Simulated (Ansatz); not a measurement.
Effect of 3 layers on Bi2Se3

The reference is Bi$_{2}$Se$_{3}$ in the Bi2Te3 type structure (space group R-3m, No. 166; a = 4.1448 Å, c = 29.2682 Å (hexagonal axes)).

One thing is altered: a free-standing slab of 3 layers (15 atoms, 5 a layer) is cut normal to the stacking axis, with 15 Å of vacuum and the in-plane cell relaxed.

Level of theory: r2SCAN+rVV10 (Ansatz, a program for electronic structure), no SOC, earlier PAW set. Settings: 9×9×1 k-points, 0.05 eV Fermi–Dirac smearing, for the changed cell.

```json
[
 {"quantity": "layer's space group (with vacuum)", "base": "–", "changed": "P-3m1 (No. 164)", "shift": "–"},
 {"quantity": "shortest interatomic distance", "base": "2.853 Å", "changed": "2.849 Å", "shift": "-0.004 Å"},
 {"quantity": "band gap", "base": "0.60 eV", "changed": "0.72 eV", "shift": "+0.12 eV"},
 {"quantity": "gap character", "base": "–", "changed": "direct at Γ", "shift": "–"},
 {"quantity": "electron mass (in plane)", "base": "–", "changed": "0.12 mₑ (at Γ)", "shift": "–"},
 {"quantity": "hole mass (in plane)", "base": "–", "changed": "0.84 mₑ (at Γ)", "shift": "–"},
 {"quantity": "valence-band top at Γ (three highest levels, from the VBM)", "base": "0.00, -1.23, -1.23 eV", "changed": "0.00, -0.18, -0.93 eV", "shift": "–"},
 {"quantity": "excess energy per area of both faces (slab less bulk energy over the cell's area: twice a surface energy)", "base": "–", "changed": "0.30 J/m²", "shift": "–"},
 {"quantity": "thickness between the outermost nuclei", "base": "–", "changed": "26.50 Å", "shift": "–"}
]
```

The excess energy carries the mismatch between the slab's and the bulk's meshes. With Bi present, leaving out spin-orbit coupling can change the band edges. Effective masses come from finite differences of ±0.01 Å⁻¹. No phonon test of stability was made. Labels are those of the standard path for the cell's own space group.
